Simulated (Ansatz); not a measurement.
**InAs, response to strain**

Start from InAs in the zinc blende structure (space group F-43m, No. 216; a = 6.1096 Å).

Strains are applied to the cell and any free atomic positions relax.

Method: r2SCAN, PAW, 500 eV (Ansatz, a program for electronic structure; spin-orbit coupling left out).

```tsv
case	shortest interatomic distance	pressure
base	2.646 Å	0.0 GPa
isotropic strain +0.50 %	2.659 Å	-0.8 GPa
isotropic strain +1.00 %	2.672 Å	-1.6 GPa
isotropic strain +1.50 %	2.685 Å	-2.3 GPa
isotropic strain +2.00 %	2.698 Å	?
isotropic strain +2.50 %	2.712 Å	-3.6 GPa
isotropic strain +3.00 %	2.725 Å	-4.1 GPa
```

Task: Fill in the withheld entries from the trend.

Result: 
- isotropic strain +2.00 %, pressure: -3.0 GPa

The mesh was chosen for an insulator and is coarse for the gapless case. No phonon test of stability was made. All final runs are without spin polarisation.
